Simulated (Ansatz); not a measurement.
```
CELL_PARAMETERS angstrom
      6.27836     0.00029    -0.02119
      0.00011     4.43857     0.09799
      0.60630     2.32719    26.99009
ATOMIC_POSITIONS crystal
  B  0.07907 0.91545 0.08944
  B  0.41335 0.57721 0.08876
  B  0.75146 0.25140 0.09050
  B  0.08126 0.45703 0.04228
  B  0.43324 0.13114 0.05207
  B  0.77255 0.80919 0.05099
  B  0.74000 0.18327 0.18602
  B  0.07207 0.84911 0.18596
  B  0.40569 0.51555 0.18557
  B  0.74486 0.71640 0.13893
  B  0.07574 0.38161 0.13782
  B  0.41044 0.04685 0.13896
  B  0.39816 0.45321 0.28101
  B  0.73164 0.11995 0.28114
  B  0.06474 0.78654 0.28114
  B  0.40216 0.98458 0.23351
  B  0.73557 0.65167 0.23360
  B  0.06865 0.31800 0.23343
  B  0.05720 0.72417 0.37622
  B  0.39028 0.39033 0.37632
  B  0.72384 0.05702 0.37627
  B  0.06105 0.25526 0.32865
  B  0.39419 0.92178 0.32862
  B  0.72760 0.58841 0.32879
  B  0.71661 0.99439 0.47084
  B  0.05100 0.66394 0.47086
  B  0.38176 0.32780 0.47194
  B  0.71949 0.52468 0.42422
  B  0.05385 0.19298 0.42377
  B  0.38596 0.85879 0.42382
  B  0.37193 0.27750 0.56742
  B  0.72502 0.96387 0.55778
  B  0.06431 0.64046 0.55879
  B  0.37725 0.79787 0.52033
  B  0.71126 0.45843 0.52105
  B  0.04975 0.13497 0.51927
  N  0.32894 0.42473 0.04221
  N  0.66506 0.10854 0.04296
  N  0.99695 0.77533 0.04506
  N  0.99561 0.24554 0.09037
  N  0.32996 0.90581 0.08987
  N  0.66221 0.57984 0.08940
  N  0.99345 0.71461 0.13887
  N  0.32667 0.37976 0.13773
  N  0.65996 0.04904 0.13844
  N  0.65568 0.51639 0.18579
  N  0.98936 0.18275 0.18593
  N  0.32261 0.84865 0.18584
  N  0.65211 0.98488 0.23356
  N  0.98534 0.65123 0.23369
  N  0.31879 0.31786 0.23333
  N  0.31485 0.78654 0.28101
  N  0.64812 0.45323 0.28112
  N  0.98156 0.11993 0.28111
  N  0.31100 0.25517 0.32861
  N  0.64429 0.92174 0.32874
  N  0.97754 0.58847 0.32877
  N  0.97378 0.05735 0.37625
  N  0.30704 0.72390 0.37609
  N  0.64038 0.39004 0.37645
  N  0.96952 0.52579 0.42403
  N  0.30322 0.19240 0.42384
  N  0.63646 0.85815 0.42393
  N  0.63265 0.32571 0.47205
  N  0.96606 0.99594 0.47135
  N  0.29961 0.66217 0.47092
  N  0.62810 0.78855 0.51990
  N  0.96031 0.46190 0.52041
  N  0.29388 0.12922 0.51939
  N  0.28789 0.59939 0.56478
  N  0.61913 0.24442 0.56756
  N  0.95560 0.92931 0.56674
  N  0.56222 0.56921 0.65848
  N  0.05810 0.54486 0.65736
  N  0.30536 0.02085 0.70999
  N  0.80799 0.02245 0.70982
  N  0.05055 0.47802 0.77413
  N  0.55176 0.48004 0.77402
  N  0.79575 0.93688 0.83566
  N  0.29630 0.93895 0.83565
  N  0.54269 0.39626 0.89994
  N  0.03950 0.39560 0.89989
  N  0.28796 0.87590 0.95132
  N  0.78423 0.84883 0.95237
  Zr 0.30597 0.52097 0.71010
  Zr 0.80678 0.52109 0.71019
  Zr 0.55568 0.07552 0.64917
  Zr 0.07006 0.04513 0.64602
  Zr 0.79548 0.43645 0.83715
  Zr 0.29627 0.43852 0.83654
  Zr 0.05104 0.97943 0.77270
  Zr 0.55089 0.98040 0.77315
  Zr 0.28077 0.37019 0.96056
  Zr 0.79397 0.33501 0.96371
  Zr 0.54149 0.89611 0.89970
  Zr 0.04035 0.89573 0.89953
```

The first 72 atoms are the substrate (BN-zb), the rest the film (ZrN-rs).

Calculation: PBE (plane waves to 420 eV, PAW; Ansatz, a first-principles code). No spin–orbit coupling; the runs are not spin-polarised; PBE gaps are too small against experiment. Its k-point mesh 4×6×1, Fermi–Dirac width 0.05 eV.

### Question
Describe the bonding at the interfaces and give the barriers.

### Answer
A periodic stack without vacuum, rock-salt ZrN (1 1 0) on zinc-blende BN (1 1 0) (film strained to the substrate, started from cuts of the bulks and a machine-learned relaxation; slabs B36N36 and N12Zr12, which can lie off the formulas): substrate slab B36N36, film N12Zr12, surface cells [[-1, 2], [-1, -1]] and [[0, 2], [-1, 0]], film strained by -3.4 and -3.4 %, outermost planes BN/BN and NZr/NZr as cut, which need not be the usual terminations and can put a slab off its formula.
interface area: 27.9 Å²
period: 26.93 Å
heights between the nearest atoms of the two slabs at the two interfaces: 2.11 and 2.11 Å
B–Zr contacts across the interfaces within 1.22 times the sum of covalent radii: 8, mean 2.85 Å
N–Zr contacts across the interfaces within 1.22 times the sum of covalent radii: 4, mean 2.34 Å
hole barrier (PBE): 2.34 eV
electron barrier (PBE): 2.12 eV
